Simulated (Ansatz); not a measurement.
Pair distribution function (Mo-S) of MoS2 (2H layers), cell Mo32S64, started from the crystal [in the run: it stayed crystalline; mean temperature 498 K (target 520 K); density 4.99 g/cm³; Γ point only, which a denser mesh shifts by -0.4 GPa in pressure and 0.02 eV/Å in forces], from MD at 498 K. All values below come from PBE + D3(BJ) (plane waves, PAW; Ansatz, a program for electronic structure). Volume per atom 17.75 Å³, mean pressure 0.0 GPa. 

```tsv
r (Å)	g(r)
1.54	0.00
1.58	0.00
1.62	0.00
1.66	0.00
1.70	0.00
1.74	0.00
1.78	0.00
1.82	0.00
1.86	0.00
1.90	0.00
1.94	0.00
1.98	0.00
2.02	0.00
2.06	0.00
2.10	0.00
2.14	0.00
2.18	0.00
2.22	0.07
2.26	0.65
2.30	3.31
2.34	8.25
2.38	13.0
2.42	13.4
2.46	9.15
2.50	4.64
2.54	1.67
2.58	0.48
2.62	0.09
2.66	0.02
2.70	0.00
2.74	0.00
2.78	0.00
2.82	0.00
2.86	0.00
2.90	0.00
2.94	0.00
2.98	0.00
3.02	0.00
3.06	0.00
3.10	0.00
3.14	0.00
3.18	0.00
3.22	0.00
3.26	0.00
3.30	0.00
3.34	0.00
3.38	0.00
3.42	0.00
3.46	0.00
3.50	0.00
3.54	0.00
3.58	0.00
3.62	0.00
3.66	0.01
3.70	0.05
3.74	0.17
3.78	0.42
3.82	0.91
3.86	1.65
3.90	2.55
3.94	3.10
3.98	3.31
4.02	3.02
4.06	2.26
4.10	1.45
4.14	0.76
4.18	0.33
4.22	0.14
4.26	0.10
4.30	0.17
4.34	0.23
4.38	0.30
4.42	0.39
4.46	0.39
4.50	0.44
4.54	0.44
4.58	0.43
4.62	0.44
4.66	0.39
4.70	0.37
4.74	0.31
4.78	0.29
4.82	0.26
4.86	0.37
4.90	0.78
4.94	1.45
4.98	2.42
5.02	3.38
5.06	4.04
5.10	4.08
```

### Question
From the above, determine where the first shell ends and the number of neighbours in it.

### Answer
g is nil from 2.7 to 3.6 Å, so any cut there serves; 6.0 S round each Mo and 3.0 Mo round each S in the shell, from n = 4πρ∫r²g(r)dr.
